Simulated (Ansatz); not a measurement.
The reference is ZnS in the zinc blende structure (space group F-43m, No. 216; a = 5.357 Å).

Modification: a hydrostatic pressure of 15 GPa.

Levels (all Ansatz, a quantum-chemistry and plane-wave program, PAW): PBEsol (420 eV, no SOC); r2SCAN (500 eV, no spin-orbit coupling); HSE06 (420 eV, no spin-orbit coupling).

One geometry, relaxed with PBEsol, under each level:

Notes on the quantities. hole mass: degenerate bands, along [100].

```csv
level,band gap,lowest conduction level above the VBM at special points,electron mass,hole mass,pressure
PBEsol,2.70 eV,Γ 2.70 eV; X 2.81 eV; L 3.46 eV; K 3.72 eV,0.19 mₑ (at Γ),"0.21, 0.55, 0.55 mₑ (at Γ)",149.9 kbar
r2SCAN,…,…,…,…,…
HSE06,3.96 eV,Γ 4.13 eV; X 3.96 eV; L 4.87 eV,–,–,–
```

Give the withheld r2SCAN results.


- r2SCAN, band gap: 3.30 eV
- r2SCAN, lowest conduction level above the VBM at special points: Γ 3.46 eV; X 3.30 eV; L 4.10 eV; K 4.24 eV
- r2SCAN, electron mass: 1.0 mₑ along k, 0.31 mₑ across (at X)
- r2SCAN, hole mass: 0.24, 0.55, 0.55 mₑ (at Γ)
- r2SCAN, pressure: 174.5 kbar

Single points use the geometry relaxed with PBEsol. Their cutoffs differ, which shifts pressures a little. Load acts through the strain it causes; cell and atoms are relaxed under it. Masses are band curvatures over ±0.01 Å⁻¹ around the edge. Along k means along the line from Γ to the band edge. Stability against distortions was not tested. Measured, ZnS leaves this structure (for rock salt) near 14.7 GPa (temperature not stated; as listed in Datta, Sujoy, Jana, Debnarayan, arXiv (2020)), on rising pressure, with hysteresis.
